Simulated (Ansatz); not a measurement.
Input and report of a finite-temperature phonon run in Ansatz (LDA). The cell is fixed at its relaxed static size. Melting and transitions to other phases are not modelled. An odd repeat of the supercell leaves out some zone-boundary points, where instabilities often lie.

Ansatz 0.2 input:
```yaml
crystal:
  lattice:
    - [0.0, 1.7902809339, 1.7902809339]
    - [1.7902809339, 0.0, 1.7902809339]
    - [1.7902809339, 1.7902809339, 0.0]
  atoms:
    - { symbol: N, position: [0.25, 0.25, 0.25] }
    - { symbol: B, position: [0.0, 0.0, 0.0] }
kpoints:
  mp_grid: { grid: [9, 9, 9] }
hamiltonian:
  xc: lda
  pseudopotentials: { kind: paw }
scf:
  occupations: { method: fixed }
phonons:
  supercell: [3, 3, 3]
  self_consistent:
    temperatures: [300, 600]
    max_frequency_error: 3.0
    max_frames: 240
checkpoint:
  write: run
output:
  stress: true
```

```
--- Phonons at temperature: the self-consistent harmonic approximation ---
  24 frames of 54 atoms (3×3×3 cells), in populations of 8, 8 at 600 K and 8 at 300 K: nothing lacks frames
  of 24 their SCF's own steps read whether they stand on a minimum of the electronic energy; no probe, look outside the group or whole filling of a shell is made of a frame, whatever scf.lower_state_search; one on another minimum than the …
  at 300 K
    the largest error of a frequency is 0.02 times what was asked for; the fitted model misses 0.8 % of the forces, every mode counted alike and far frames for less, of frames that it was not fitted to; the frames count as 10.8 of this …
    softest of the free energy's second derivatives: 423.48 ± 0.23 cm⁻¹ at q 0.3333 0.3333 0.3333; not told ahead of this temperature's last population
    the crystal stands in this phase at this temperature, as far as these wave vectors tell
    the ions' mean positions are those at rest
    free energy -526.153528 ± 0.000036 eV a cell, of which vibrations 0.314976; entropy 5.887 ± 0.003 J/(mol·K) of cells
      by the supercell's own 159 modes alone, which lack the rigid motions: not to be laid beside figures on a mesh. There are none: the force constants hold no dipole–dipole term between the supercell's wave vectors
      the supercell's own free energy is the best Gaussian's, an upper bound on the crystal's: what lies beyond it on the fitted surface stands below, to be added
    pressure 4.7716 ± 0.0267 GPa; at rest -0.0168, so that the ions' motion makes +4.7884
      stress (GPa, positive in compression): xx 4.7716 ± 0.0267, yy 4.7716 ± 0.0267, zz 4.7716 ± 0.0267, yz -0.0000 ± 0.0000, xz -0.0000 ± 0.0000, xy -0.0000 ± 0.0000
      by the supercell's own 159 modes alone, which lack the rigid motions: in the warmth about 1/54 of what the motion makes, which no ± holds; not to be laid beside figures on a mesh
    beyond the Gaussian, in the hollow that it stands in and those that the ions reach from there, by exact statistics on the surface that is fitted to the frames (rings of 12 beads):
      free energy -0.000491 ± 0.000069 eV a cell
      leaving out a pair of frames, or group of many, changes the fitted energy by up to 0.01 k_B T, T the rings' temperature (one standard deviation); of these ± those of the frequencies lack the bias that few frames leave, and those of …
      pressure -0.0003 ± 0.0056 GPa; with it, by the rings' own mean, 4.7714 ± 0.0272, so that the ions' motion makes +4.7883: by the supercell's own 159 modes alone, as the Gaussian's
      mean square displacement, over the three axes, of site 1 from 0, B, the most changed: 0.00607 ± 0.00001 Å², of which +0.00003 beyond the Gaussian's
      softest frequency by how far the rings' centres move (above zero always: no sign of whether the crystal stands): 423.36 ± 0.24 cm⁻¹ at q 0.0000 0.0000 0.6667
    frequencies (cm⁻¹; below zero: imaginary; ±: error) of the harmonic crystal, of the Gaussian, of the free energy's second derivatives, each in its own ascending order
      q 0.0000 0.0000 0.0000
          1068.01     1068.02 ±  0.53     1057.09 ±  0.84
          1068.01     1068.02 ±  0.53     1057.09 ±  0.84
          1068.01     1068.02 ±  0.53     1057.09 ±  0.84
      q 0.0000 0.0000 0.3333, and 7 like it
           427.76      423.85 ±  0.23      423.48 ±  0.23
           427.76      423.85 ±  0.23      423.48 ±  0.23
           803.11      808.27 ±  0.30      803.94 ±  0.40
          1023.28     1025.93 ±  0.30     1015.10 ±  0.29
          1023.28     1025.93 ±  0.30     1015.10 ±  0.29
          1225.53     1225.84 ±  0.18     1219.27 ±  1.42
      q 0.0000 0.3333 0.3333, and 5 like it
           591.54      588.94 ±  0.12      587.38 ±  0.23
           591.54      588.94 ±  0.12      587.38 ±  0.23
           828.62      830.02 ±  0.39      826.74 ±  0.38
           982.89      987.67 ±  0.50      977.41 ±  0.75
           982.89      987.67 ±  0.50      977.41 ±  0.75
          1243.24     1244.23 ±  0.24     1237.09 ±  0.34
      q 0.0000 0.3333 0.6667, and 11 like it
           633.59      626.85 ±  0.20      626.66 ±  0.19
           856.60      857.58 ±  0.29      853.50 ±  0.47
           905.80      904.58 ±  0.29      901.43 ±  0.37
           955.28      962.22 ±  0.23      950.96 ±  0.23
           984.21      988.26 ±  0.23      980.54 ±  0.43
          1090.53     1093.61 ±  0.21     1085.94 ±  0.22
  at 600 K
    the largest error of a frequency is 0.02 times what was asked for; the fitted model misses 0.8 % of the forces, every mode counted alike and far frames for less, of frames that it was not fitted to; the frames count as 17.2 of this …
    softest of the free energy's second derivatives: 422.58 ± 0.14 cm⁻¹ at q 0.0000 0.6667 0.0000; ahead of this temperature's last population 422.48
    the crystal stands in this phase at this temperature, as far as these wave vectors tell
    the ions' mean positions are those at rest
    free energy -526.198171 ± 0.000032 eV a cell, of which vibrations 0.270334; entropy 23.109 ± 0.007 J/(mol·K) of cells
      by the supercell's own 159 modes alone, which lack the rigid motions: not to be laid beside figures on a mesh. There are none: the force constants hold no dipole–dipole term between the supercell's wave vectors
      the supercell's own free energy is the best Gaussian's, an upper bound on the crystal's: what lies beyond it on the fitted surface stands below, to be added
    pressure 5.7658 ± 0.0216 GPa; at rest -0.0168, so that the ions' motion makes +5.7826
      stress (GPa, positive in compression): xx 5.7658 ± 0.0216, yy 5.7658 ± 0.0216, zz 5.7658 ± 0.0216, yz 0.0000 ± 0.0000, xz 0.0000 ± 0.0000, xy 0.0000 ± 0.0000
      by the supercell's own 159 modes alone, which lack the rigid motions: in the warmth about 1/54 of what the motion makes, which no ± holds; not to be laid beside figures on a mesh
    beyond the Gaussian, in the hollow that it stands in and those that the ions reach from there, by exact statistics on the surface that is fitted to the frames (rings of 6 beads):
      free energy -0.001049 ± 0.000102 eV a cell
      leaving out a pair of frames, or group of many, changes the fitted energy by up to 0.01 k_B T, T the rings' temperature (one standard deviation); of these ± those of the frequencies lack the bias that few frames leave, and those of …
      pressure +0.0319 ± 0.0079 GPa; with it, by the rings' own mean, 5.7979 ± 0.0206, so that the ions' motion makes +5.8148: by the supercell's own 159 modes alone, as the Gaussian's
      mean square displacement, over the three axes, of site 1 from 0, B, the most changed: 0.00813 ± 0.00002 Å², of which +0.00010 beyond the Gaussian's
      softest frequency by how far the rings' centres move (above zero always: no sign of whether the crystal stands): 422.40 ± 0.15 cm⁻¹ at q 0.6667 0.6667 0.6667
    frequencies (cm⁻¹; below zero: imaginary; ±: error) of the harmonic crystal, of the Gaussian, of the free energy's second derivatives, each in its own ascending order
      q 0.0000 0.0000 0.0000
          1068.01     1067.71 ±  0.45     1050.60 ±  0.66
          1068.01     1067.71 ±  0.45     1050.60 ±  0.66
          1068.01     1067.71 ±  0.45     1050.60 ±  0.66
      q 0.0000 0.0000 0.3333, and 7 like it
           427.76      423.18 ±  0.15      422.58 ±  0.14
```

Cost: roughly 50 core-minutes.

Ansatz is a quantum-chemistry and plane-wave program.
